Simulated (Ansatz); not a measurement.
We consider Ti2O3 (Pnma, No. 62, 20 atoms in the cell; start mp-1188323; a measured phase of this formula has another space group), described by PBEsol (PAW; Ansatz, a first-principles code).

Settings: plane-wave cutoff 520 eV, 6×12×4 k mesh (along the axes of the cell as run), Fermi–Dirac smearing 0.01 eV, no spin polarisation, scalar-relativistic PAW data made under PBE.

Cell (relaxed at this level):

Space group Pnma (No. 62); a = 7.7766 Å, b = 2.8164 Å, c = 8.0766 Å, α = 90.00°, β = 90.00°, γ = 90.00°

```
atom  site  symmetry       x       y       z
----  ----  --------  ------  ------  ------
Ti      4c       .m.  0.0296  0.2500  0.6847
Ti      4c       .m.  0.1965  0.2500  0.0183
O       4c       .m.  0.4426  0.2500  0.3754
O       4c       .m.  0.1209  0.2500  0.4474
O       4c       .m.  0.2076  0.7500  0.1911
```

Question: Estimate the band gap, smallest direct gap on the k points sampled and direct gap at Γ that the calculation returns.

Answer: 
- band gap: 0.10 eV (indirect)
- smallest direct gap on the k points sampled: 0.19 eV
- direct gap at Γ: 0.81 eV

Static lattice: no zero-point or thermal effects.

A start named mp-… is a Materials Project structure, which need not be a measured phase.
